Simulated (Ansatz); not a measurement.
The parent structure is Sr in the fcc (Cu type) structure (space group Fm-3m, No. 225; a = 5.923 Å). Axes: x, y, z lie along the cube axes.

Structures relaxed with plane-wave PAW DFT at the PBEsol level (Ansatz, an electronic-structure program, 420 eV), scalar-relativistic without spin-orbit coupling.

Base:

Simulated powder pattern, Cu Kα1, λ = 1.54056 Å (kinematic, ideal powder, no thermal factors, no anomalous dispersion; the 10 strongest lines at most, above 2 %, up to 2θ = 90°):

```json
[
 {"2θ (°)": "26.04", "I/Imax (%)": "100", "hkl": "(111)"},
 {"2θ (°)": "30.15", "I/Imax (%)": "52", "hkl": "(200)"},
 {"2θ (°)": "43.17", "I/Imax (%)": "38", "hkl": "(220)"},
 {"2θ (°)": "51.11", "I/Imax (%)": "46", "hkl": "(311)"},
 {"2θ (°)": "53.56", "I/Imax (%)": "13", "hkl": "(222)"},
 {"2θ (°)": "62.70", "I/Imax (%)": "6.2", "hkl": "(400)"},
 {"2θ (°)": "69.07", "I/Imax (%)": "18", "hkl": "(331)"},
 {"2θ (°)": "71.13", "I/Imax (%)": "17", "hkl": "(420)"},
 {"2θ (°)": "79.16", "I/Imax (%)": "13", "hkl": "(422)"},
 {"2θ (°)": "85.03", "I/Imax (%)": "14", "hkl": "(511)"}
]
```

After one change:

Simulated powder pattern, Cu Kα1, λ = 1.54056 Å (kinematic, ideal powder, no thermal factors, no anomalous dispersion; the 10 strongest lines at most, above 2 %, up to 2θ = 90°):

```csv
2θ (°),I/Imax (%)
26.07,100
29.95,18
30.31,34
43.13,26
43.40,13
50.86,16
51.33,31
53.62,13
69.04,12
79.45,8.4
```

Q: Which change produced these results?
A) biaxial strain −1.50 %, plane normal [001], relaxed out of plane
B) biaxial strain −0.50 %, plane normal [001], relaxed out of plane
C) biaxial strain +3.00 %, plane normal [001], relaxed out of plane
D) biaxial strain −2.50 %, plane normal [001], relaxed out of plane

A: B, biaxial strain −0.50 %, plane normal [001], relaxed out of plane. Its volume per atom is 51.76 Å³ against 51.93 Å³, and its space group is I4/mmm (No. 139).

Stability against distortions was not tested.
